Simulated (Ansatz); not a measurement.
## Surface dipole against coverage: Li on fcc Cu (100)

One Li atom in each cell of a four-layer slab of fcc Cu (100), started at a fourfold hollow site; the adatom and the upper two layers relax, with a dipole correction. Δφ is the change of the top face's work function against the clean slab's 4.55 eV. By the Helmholtz relation an adatom's dipole is μ = |Δφ|/(0.377 eV × n) in debye, for n adatoms per nm². In Topping's model neighbouring dipoles depolarise each other, so that 1/μ = (1 + 9α·n^(3/2))/μ0 is a line in x = n^(3/2). Method: PBE (plane waves to 420 eV, PAW; Ansatz, a quantum-chemistry and plane-wave program). All cells sample the k points of the 1×1 cell's 12×12×1 mesh, with Fermi-Dirac smearing of 0.1 eV (energies taken to zero smearing), without spin polarisation or spin-orbit coupling.

| cell | x (nm⁻³) | 1/μ (1/D) | n (nm⁻²) | Δφ (eV) |
|---|---|---|---|---|
| 4×3 | 1.41 | 0.470 | 1.26 | -1.01 |
| 3×3 | 2.20 | 0.494 | 1.69 | -1.29 |
| 4×2 | 2.62 | 0.526 | 1.90 | -1.36 |
| 3×2 | 4.02 | 0.557 | 2.53 | -1.71 |
| 2×2 | 7.38 | ? | 3.79 | ? |

Taking a straight line for 1/μ over the 4 complete rows: With u = x - 2.6, the rows have u = -1.1900, -0.4000, 0.0200, 1.4200. Means: u -0.037500, 1/μ 0.5118. About the means, the sum of products is 0.12132 and the sum of squares of u is 3.5873; the slope is their ratio. Least squares gives 1/μ = 0.5130 + 0.03382·u. Residuals (row less fit): -0.0028, -0.0055, 0.0123, -0.0040; standard error 0.0101 (degrees of freedom: 2). At x = 0 the line gives 1/μ0 = 0.425, so a lone adatom carries about 2.4 D, its positive end outward; slope over intercept is 9α, which puts α at roughly 8.8 Å³, a figure that hangs on Δφ's last digit.

What does the fit predict for 1/μ at x = 7.38, and how far is the calculated value from it?

u = 4.7800, so 1/μ = 0.5130 + 0.03382 × 4.7800 = 0.6747 1/D. The calculation gives 0.661 1/D, 0.0137 1/D below the prediction (7.2 % of the range of 1/μ in the table). The row lies outside the fitted rows, so this is an extrapolation.

The model takes a square or triangular net of point dipoles; the 4×2, 3×2 and 4×3 nets are stretched, and dense layers bond among themselves. Chains in 3×1 and 2×1 cells were run too and aren't shown. Only series are tabulated where Δφ keeps its sign and exceeds 0.12 eV, and the fitted rows scatter about the line by under a tenth of the table's range (standard error).

As a change of work function, the prediction is 0.377 × 3.79/0.675 = 2.12 eV in size, against 2.16 eV from the run.

Each row is one calculation, so residuals can be the form's limits or numerical noise.
